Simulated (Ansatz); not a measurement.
## SiCO₄ (model structure, I-4, No. 82, 6 atoms in the cell)

The numbers are results of HSE06 in Ansatz (plane waves, PAW), not measurements.

Numerical settings: plane-wave cutoff 460 eV, 8×8×8 k mesh, Fermi–Dirac smearing 0.01 eV, scalar-relativistic PAW data made under PBE.

Cell (relaxed with PBEsol):

```
CO4Si
1.0
   -2.18944     2.18944     3.27421
    2.18944    -2.18944     3.27421
    2.18944     2.18944    -3.27421
Si C O
1 1 4
Direct
  0.00000   0.00000   0.00000
  0.75000   0.25000   0.50000
  0.41354   0.27670   0.42704
  0.84966   0.98650   0.57296
  0.72330   0.15034   0.13684
  0.01350   0.58646   0.86316
```

* **band gap**: 9.05 eV (on the SCF k mesh) (indirect)
* **smallest direct gap on the k points sampled**: 9.42 eV

Note: the relaxation could raise the start's symmetry but not lower it, so the cell can be a saddle point; cell and atoms aren't relaxed at this level (largest force component 0.36 eV/Å, pressure -3.4 GPa).

Static lattice: no zero-point or thermal effects.

A model structure was made by putting elements into a prototype or built by hand; it is no filed structure, need not be a known phase, and can be a saddle point held by its symmetry.

Ansatz is an electronic-structure program.
